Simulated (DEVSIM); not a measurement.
Structure: Cr/AlN/p-Si capacitor, at 300 K.

| layer (left to right) | material | thickness (nm) | Na (cm⁻³) |
|---|---|---|---|
| 1 | AlN | 4.40 | - |
| 2 | Si | 610 | 9e17 |

Metal gate on the left, work function 4.5 eV. Fixed charge at the semiconductor interface -6.3e10 cm⁻² (in units of +e); interface traps 2e12 cm⁻² eV⁻¹, uniform in energy, neutral level at 0.5 of the gap above the valence band.

The device is made up for the run: typed textbook-type constants, with dimensions and the other settings drawn at random. Values at 300 K.

| parameter | AlN | Si |
|---|---|---|
| gap (eV) | 6.1 | 1.124 |
| affinity (eV) | 1.9 | 4.05 |
| permittivity | 8.5 | 11.7 |
| Nc (cm⁻³) | - | 2.86e19 |
| Nv (cm⁻³) | - | 3.1e19 |

Model (solved in DEVSIM): 1D Poisson equation in equilibrium, Boltzmann statistics, complete ionisation; no quantum confinement or tunnelling. Metal contacts follow the ideal Schottky-Mott rule: no Fermi-level pinning, no interface dipoles.

Question: Tabulate band edges, carrier densities and field at 0.2 V on the gate.

Answer: Energies count from the Fermi level of the right contact; mesh points crowd at the junctions.

```json
[
 {"x (μm)": "0.000", "Ec (eV)": "2.400", "Ev (eV)": "-3.700", "n (cm⁻³)": "< 1e2", "p (cm⁻³)": "< 1e2", "field (V/cm)": "560000"},
 {"x (μm)": "0.0008244", "Ec (eV)": "2.446", "Ev (eV)": "-3.654", "n (cm⁻³)": "< 1e2", "p (cm⁻³)": "< 1e2", "field (V/cm)": "560000"},
 {"x (μm)": "0.001915", "Ec (eV)": "2.507", "Ev (eV)": "-3.593", "n (cm⁻³)": "< 1e2", "p (cm⁻³)": "< 1e2", "field (V/cm)": "560000"},
 {"x (μm)": "0.003070", "Ec (eV)": "2.572", "Ev (eV)": "-3.528", "n (cm⁻³)": "< 1e2", "p (cm⁻³)": "< 1e2", "field (V/cm)": "560000"},
 {"x (μm)": "0.004279", "Ec (eV)": "2.640", "Ev (eV)": "-3.460", "n (cm⁻³)": "< 1e2", "p (cm⁻³)": "< 1e2", "field (V/cm)": "560000"},
 {"x (μm)": "0.005168", "Ec (eV)": "0.525", "Ev (eV)": "-0.599", "n (cm⁻³)": "4.4e10", "p (cm⁻³)": "2.7e9", "field (V/cm)": "370000"},
 {"x (μm)": "0.006785", "Ec (eV)": "0.582", "Ev (eV)": "-0.542", "n (cm⁻³)": "4.7e9", "p (cm⁻³)": "2.5e10", "field (V/cm)": "340000"},
 {"x (μm)": "0.01122", "Ec (eV)": "0.721", "Ev (eV)": "-0.403", "n (cm⁻³)": "2.2e7", "p (cm⁻³)": "5.3e12", "field (V/cm)": "280000"},
 {"x (μm)": "0.01741", "Ec (eV)": "0.869", "Ev (eV)": "-0.255", "n (cm⁻³)": "72000", "p (cm⁻³)": "1.6e15", "field (V/cm)": "200000"},
 {"x (μm)": "0.02926", "Ec (eV)": "1.008", "Ev (eV)": "-0.116", "n (cm⁻³)": "330", "p (cm⁻³)": "3.5e17", "field (V/cm)": "49000"},
 {"x (μm)": "0.05104", "Ec (eV)": "1.032", "Ev (eV)": "-0.092", "n (cm⁻³)": "130", "p (cm⁻³)": "8.9e17", "field (V/cm)": "430"},
 {"x (μm)": "0.1108", "Ec (eV)": "1.032", "Ev (eV)": "-0.091", "n (cm⁻³)": "130", "p (cm⁻³)": "9.0e17", "field (V/cm)": "≈ 0"},
 {"x (μm)": "0.2007", "Ec (eV)": "1.032", "Ev (eV)": "-0.091", "n (cm⁻³)": "130", "p (cm⁻³)": "9.0e17", "field (V/cm)": "≈ 0"},
 {"x (μm)": "0.3570", "Ec (eV)": "1.032", "Ev (eV)": "-0.091", "n (cm⁻³)": "130", "p (cm⁻³)": "9.0e17", "field (V/cm)": "≈ 0"},
 {"x (μm)": "0.4966", "Ec (eV)": "1.032", "Ev (eV)": "-0.091", "n (cm⁻³)": "130", "p (cm⁻³)": "9.0e17", "field (V/cm)": "≈ 0"},
 {"x (μm)": "0.5508", "Ec (eV)": "1.032", "Ev (eV)": "-0.091", "n (cm⁻³)": "130", "p (cm⁻³)": "9.0e17", "field (V/cm)": "≈ 0"},
 {"x (μm)": "0.5803", "Ec (eV)": "1.032", "Ev (eV)": "-0.091", "n (cm⁻³)": "130", "p (cm⁻³)": "9.0e17", "field (V/cm)": "≈ 0"},
 {"x (μm)": "0.5964", "Ec (eV)": "1.032", "Ev (eV)": "-0.091", "n (cm⁻³)": "130", "p (cm⁻³)": "9.0e17", "field (V/cm)": "≈ 0"},
 {"x (μm)": "0.6070", "Ec (eV)": "1.032", "Ev (eV)": "-0.091", "n (cm⁻³)": "130", "p (cm⁻³)": "9.0e17", "field (V/cm)": "≈ 0"},
 {"x (μm)": "0.6108", "Ec (eV)": "1.032", "Ev (eV)": "-0.091", "n (cm⁻³)": "130", "p (cm⁻³)": "9.0e17", "field (V/cm)": "≈ 0"},
 {"x (μm)": "0.6129", "Ec (eV)": "1.032", "Ev (eV)": "-0.091", "n (cm⁻³)": "130", "p (cm⁻³)": "9.0e17", "field (V/cm)": "≈ 0"},
 {"x (μm)": "0.6144", "Ec (eV)": "1.032", "Ev (eV)": "-0.091", "n (cm⁻³)": "130", "p (cm⁻³)": "9.0e17", "field (V/cm)": "≈ 0"}
]
```
